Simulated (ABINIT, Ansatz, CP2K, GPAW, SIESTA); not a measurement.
Code comparison for SnSeS (P3m1, 3 atoms in the cell)

Band-structure calculation.

```
CELL_PARAMETERS angstrom
      3.82713     0.00000     0.00000
     -1.91357     3.31439     0.00000
      0.00000     0.00000     6.47731
ATOMIC_POSITIONS crystal
  Sn 0.33333 0.66667 0.00765
  Se 0.00000 0.00000 0.75771
  S  0.66667 0.33333 0.23464
```

Shared settings, as Ansatz (an electronic-structure program) writes them: kpoints.mp_grid.grid = 8 8 4; scf.occupations.method = fixed. Potentials and cutoffs stand in the table.

| code | model | gap along the path (eV) | smallest direct gap (eV) | cutoff |
|---|---|---|---|---|
| GPAW | LDA (Perdew-Wang 92), GPAW PAW datasets LDA (gpaw-data 1.0.1) | 0.75 | 0.96 | 600 eV |
| ABINIT | LDA (PW92), PAW (JTH v2.0 LDA PAW) | 0.75 | 0.95 | 571 eV |
| CP2K | LDA (Pade form), GPW, DZVP-MOLOPT-SR-GTH basis, GTH-PADE potentials (GTH_POTENTIALS) | 0.77 | 0.97 | grid 400 Ry |
| SIESTA | LDA PW92, numerical atomic orbitals DZP, PseudoDojo LDA standard norm-conserving potentials (rewritten from UPF to PSML) | 0.79 | 1.07 | grid 400 Ry |
| Ansatz | LDA (PW92), PAW files made with PBE | 0.75 | 0.96 | default |

The spread over the programs that give each value: gap along the path within 0.04 eV; smallest direct gap within 0.12 eV.

CP2K and SIESTA use small atom-centred bases, whose incompleteness enters pressures, forces and empty levels differently from a plane-wave cutoff.

The starting cell comes from a database of computed structures (which also holds hypothetical and non-ambient phases and stackings), without a prior relaxation at this level. Its lattice was rescaled by a random factor within 2.5 % of one.

Left out of this page: Quantum ESPRESSO (not drawn, or without a comparable value).

Keys are those of Ansatz 0.2.
